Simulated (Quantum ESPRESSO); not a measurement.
Quantum ESPRESSO is run on HfB (Fm-3m, 2 atoms in the cell), and the run fails. The aim is a self-consistent single point with DFT, LDA (PZ), plane waves, PSlibrary ultrasoft (LDA) pseudopotentials.

Cell that was meant: a = 3.4208 Å, b = 3.4208 Å, c = 3.4208 Å, α = 60.00°, β = 60.00°, γ = 60.00°.

Part of the input:

```fortran
&system
  ibrav = 0
  nat = 2
  ntyp = 1
  ecutwfc = 55
  ecutrho = 385
  occupations = 'smearing'
```

Output, abridged:

```
     This program is part of the open-source Quantum ESPRESSO suite
     for quantum simulation of materials; please cite

Warning: card B     10.8100  B.PZ-N-RRKJUS_PSL.1.0.0.UPF ignored

 %%%%%%%%%%%%%%%%%%%%%%%%%%%%%%%%%%%%%%%%%%%%%%%%%%%%%%%%%%%%%%%%%%%%%%%%%%%%%%
     Error in routine read_cards (2):
     species B in ATOMIC_POSITIONS is nonexistent
 %%%%%%%%%%%%%%%%%%%%%%%%%%%%%%%%%%%%%%%%%%%%%%%%%%%%%%%%%%%%%%%%%%%%%%%%%%%%%%

     stopping ...
```

Task: From the messages shown, name the fault and mend the input.

Result: The fault is a species count that does not match the list of species. The number of species decides how many lines of the species card are read. To fix it, make the count match the list. The program stopped before any SCF iteration.

The sound input it was made from differs as follows (other fixes are possible):
```diff
-  ntyp = 1
+  ntyp = 2
```

With that input, the run converged in 11 iterations: free energy E − TS -1785.8893 eV; Fermi level (on the code's own zero) 12.48 eV; pressure -9.51 GPa (DFT, LDA (PZ), plane waves, PSlibrary ultrasoft (LDA) pseudopotentials).

On the sound input: the starting cell comes from a database of computed structures (which also holds hypothetical and non-ambient phases and stackings), without a prior relaxation at this level. With a pressure of about -10 GPa the cell is away from its equilibrium volume at this level.
